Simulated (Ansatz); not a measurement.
Given:

```
CELL_PARAMETERS angstrom
      3.07843     0.00000     0.00000
     -1.53922     2.66600     0.00000
      0.00000     0.00000    11.84945
ATOMIC_POSITIONS crystal
  W  0.66667 0.33333 0.75000
  W  0.33333 0.66667 0.25000
  S  0.66667 0.33333 0.38473
  S  0.33333 0.66667 0.88473
  S  0.33333 0.66667 0.61527
  S  0.66667 0.33333 0.11527
```

No spin polarisation.

Method: plane-wave PAW DFT at the PBE-D3(BJ) level (Ansatz, a quantum-chemistry and plane-wave program, 420 eV), spin-orbit coupling left out. Γ-centred 12×12×3 mesh, Fermi–Dirac width 0.05 eV.

Question: Predict the band gap and pressure.

Answer: The band gap is 0.72 eV and the pressure (mean of the normal stresses, compression positive) comes out as 6.80 GPa.

With W present, leaving out spin-orbit coupling can change the band edges. The cells carry an imposed strain or load. No phonon test of stability was made. The cell was made from WS2 (space group P6_3/mmc, No. 194; layered, stacked along the Cartesian z axis) by this change: isotropic strain −2.40 %.
